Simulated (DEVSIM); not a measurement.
Structure: abrupt In0.53Ga0.47As p-n junction, at 250 K.

Layer 1 from the left is In0.53Ga0.47As, thickness (μm) 17.0, Na (cm⁻³) 1.6e15, τn (s) 6.1e-10, τp (s) 6.1e-10. Layer 2 from the left is In0.53Ga0.47As, thickness (μm) 1.50, Nd (cm⁻³) 2.7e16, τn (s) 6.1e-10, τp (s) 6.1e-10.

Left contact: ohmic. Right contact: ohmic. Voltage is applied to the left contact. Recombination: SRH at mid-gap, radiative, Auger. Mobility is μmin + (μ − μmin)/(1 + (N/Nref)^α).

The device is made up for the run: typed textbook-type constants, with dimensions and the other settings drawn at random. Values at 300 K; Nc and Nv go as T^1.5, mobilities as T to minus their exponent, the gap by Varshni's rule with the affinity fixed.

In0.53Ga0.47As: gap (eV) 0.74, affinity (eV) 4.51, permittivity 13.9, Nc (cm⁻³) 2.1e17, Nv (cm⁻³) 7.7e18, μn (cm²/Vs) 12000, μp (cm²/Vs) 300, μn,min 300, μp,min 10, Nref,n 1.3e17, Nref,p 4.9e17, αn 0.48, αp 0.4, T exponent of μn 1.6, T exponent of μp 1.6, B (cm³/s) 9.6e-11, Cn (cm⁶/s) 5e-29, Cp (cm⁶/s) 5e-29, Varshni α (eV/K) 0.00035, Varshni β (K) 190.

**Question.** Estimate by hand the built-in potential, the peak field at zero bias, the capacitance at -0.6 V, and compare with a numerical solution.

**Answer.** 
- Built-in potential: ni = √(Nc Nv) exp(−Eg/2kT) = 2.40e10 cm⁻³ with Eg = 0.755 eV; Vbi = kT/q ln(Na Nd/ni²) = 0.539 V; numerical 0.539 V.
- Peak field at zero bias: depletion approximation: W = √(2εVbi/(qN)) = 0.741 μm with N = 1.51e15 cm⁻³; field = 2Vbi/W = 14600 V/cm; numerical 14500 V/cm.
- Capacitance at -0.6 V: C = √(qεN / 2(Vbi + |V|)) = 11.4 nF/cm²; numerical 11.7 nF/cm² (estimate below by 1.9 %).

Simulated with DEVSIM: 1D drift-diffusion, Boltzmann statistics, complete ionisation; no tunnelling, impact ionisation, image-force lowering or self-heating.
